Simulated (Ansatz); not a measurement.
Data:

```xyz
1
Lattice="0.0000 2.4794 2.4794 2.4794 0.0000 2.4794 2.4794 2.4794 0.0000" Properties=species:S:1:pos:R:3 pbc="T T T"
Pb     0.0000     0.0000     0.0000
```

No spin polarisation.

Computed with Ansatz (a first-principles code), PBEsol, PAW, cutoff 420 eV, without spin-orbit coupling. k-mesh 23×23×23 (Γ-centred); smearing 0.1 eV (Fermi–Dirac).

Predict the band gap, space group and pressure.


```json
{
  "band_gap": "zero",
  "space_group": "Fm-3m (No. 225)",
  "pressure": "-0.7 GPa"
}
```

The cells carry an imposed strain or load. Stability against distortions was not tested. The cell was made from Pb in the fcc (Cu type) structure (space group Fm-3m, No. 225) by this change: isotropic strain +0.50 %.
